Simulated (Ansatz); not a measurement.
Take GeS in the GeS type structure (space group Pnma, No. 62; a = 10.661 Å, b = 3.681 Å, c = 4.356 Å; layered, stacked along the Cartesian x axis) as the base.

Modification: cell and atoms relaxed at a pressure of 0.9 GPa.

Levels (all Ansatz, a first-principles code, PAW): PBE-D3(BJ) (420 eV, no spin-orbit coupling); HSE06 (420 eV, no spin-orbit coupling).

The geometry is relaxed with PBE-D3(BJ).

| Item | Value |
|---|---|
| PBE-D3(BJ) lowest conduction level above the VBM at special points | Γ 1.18 eV; Y 1.57 eV; U 1.70 eV |

With HSE06 at the same geometry, the lowest conduction level above the VBM at special points becomes Γ 1.73 eV; Y 2.14 eV; U 2.29 eV (PBE-D3(BJ): Γ 1.18 eV; Y 1.57 eV; U 1.70 eV).

Single points use the geometry relaxed with PBE-D3(BJ). HSE06 was sampled on its mesh, a few special points and the semilocal edge points, so its gap is an upper bound. The levels and masses belong to the bands next to the band gap. Load acts through the strain it causes; cell and atoms are relaxed under it. Stability against distortions was not tested. The program warned that a D3 coordination switch lies within reach, so dispersion energies are less smooth here.
